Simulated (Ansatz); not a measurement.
## A computed series for NbP: response to strain

Consider NbP (space group I4_1md, No. 109; a = 3.347 Å, c = 11.430 Å; relaxed with 0.1 eV smearing). Axes: x, y, z lie along a, b, c of the conventional cell.

Strains are applied to the cell and any free atomic positions relax; under biaxial strain the out-of-plane vector relaxes too.

Levels (all Ansatz, an electronic-structure program, PAW): PBE (420 eV, without spin-orbit coupling); r2SCAN (500 eV, no spin-orbit coupling).

The base cell above is that of PBE; each level relaxes its own structures.

Notes on the quantities. pressure: mean of the normal stresses, compression positive.

```csv
case,"pressure, PBE","pressure, r2SCAN"
"biaxial strain +2.60 %, plane normal [001], relaxed out of plane",-6.0 GPa,-6.3 GPa
"biaxial strain +4.33 %, plane normal [001], relaxed out of plane",-9.5 GPa,___
isotropic strain +1.83 %,-9.2 GPa,___
```

### Question
Complete the table.

### Answer

- biaxial strain +4.33 %, plane normal [001], relaxed out of plane, pressure, r2SCAN: -9.9 GPa
- isotropic strain +1.83 %, pressure, r2SCAN: -9.5 GPa

PBE lies above r2SCAN in every row, by 0.3 GPa to 0.4 GPa. They put the cases in the same order.

Stability against distortions was not tested. All final runs are without spin polarisation.
